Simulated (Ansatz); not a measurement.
Defect: interstitial Cu in alpha quartz, charge state +1. All values below come from PBE, PAW (plane waves to 420 eV; Ansatz, a program for electronic structure).

Settings: 243 host sites, the relaxed PBE lattice, the Γ point alone, smearing 0.01 eV, spin-restricted, no image-charge correction. Static, classical nuclei. The charge state is imposed; whether it is stable for some Fermi level was not computed. Sites that were not tried may lie lower.

Barriers: single points on a 2×2×2 k-point mesh shifted by half a step along c at the bands' geometries.

The step: Cu moves alone to another site. Atoms about the jump, Cartesian Å from the middle of the jump, before and after:

```json
[
 {"atom": "Cu1", "x0": "0.00", "y0": "-0.20", "z0": "-0.91", "x1": "0.00", "y1": "0.20", "z1": "0.91"},
 {"atom": "O2", "x0": "-1.63", "y0": "0.77", "z0": "-1.08", "x1": "-1.64", "y1": "0.68", "z1": "-1.12"},
 {"atom": "O3", "x0": "1.62", "y0": "1.05", "z0": "0.71", "x1": "1.66", "y1": "1.13", "z1": "0.75"},
 {"atom": "O4", "x0": "1.66", "y0": "-1.13", "z0": "-0.75", "x1": "1.62", "y1": "-1.05", "z1": "-0.71"},
 {"atom": "O5", "x0": "-1.64", "y0": "-0.68", "z0": "1.12", "x1": "-1.63", "y1": "-0.77", "z1": "1.08"},
 {"atom": "Si6", "x0": "2.66", "y0": "0.00", "z0": "0.02", "x1": "2.66", "y1": "0.00", "z1": "-0.02"},
 {"atom": "Si7", "x0": "-2.64", "y0": "0.02", "z0": "0.04", "x1": "-2.64", "y1": "-0.02", "z1": "-0.04"},
 {"atom": "Si8", "x0": "-1.15", "y0": "2.20", "z0": "-1.85", "x1": "-1.10", "y1": "2.06", "z1": "-1.84"},
 {"atom": "O9", "x0": "0.28", "y0": "1.82", "z0": "-2.54", "x1": "0.34", "y1": "1.75", "z1": "-2.52"}
]
```

Question: Give the saddle-point geometry and the barrier.

Answer: 
```json
[
 {"atom": "Cu1", "x": "0.05", "y": "0.12", "z": "-0.19"},
 {"atom": "O2", "x": "-1.65", "y": "0.72", "z": "-1.09"},
 {"atom": "O3", "x": "1.67", "y": "1.03", "z": "0.74"},
 {"atom": "O4", "x": "1.68", "y": "-1.09", "z": "-0.70"},
 {"atom": "O5", "x": "-1.63", "y": "-0.71", "z": "1.08"},
 {"atom": "Si6", "x": "2.73", "y": "-0.02", "z": "0.01"},
 {"atom": "Si7", "x": "-2.68", "y": "0.00", "z": "0.01"},
 {"atom": "Si8", "x": "-1.14", "y": "2.12", "z": "-1.86"},
 {"atom": "O9", "x": "0.29", "y": "1.77", "z": "-2.54"}
]
```
It lies 0.087 eV above the start and 0.087 eV above the end. The saddle point's order was not checked.
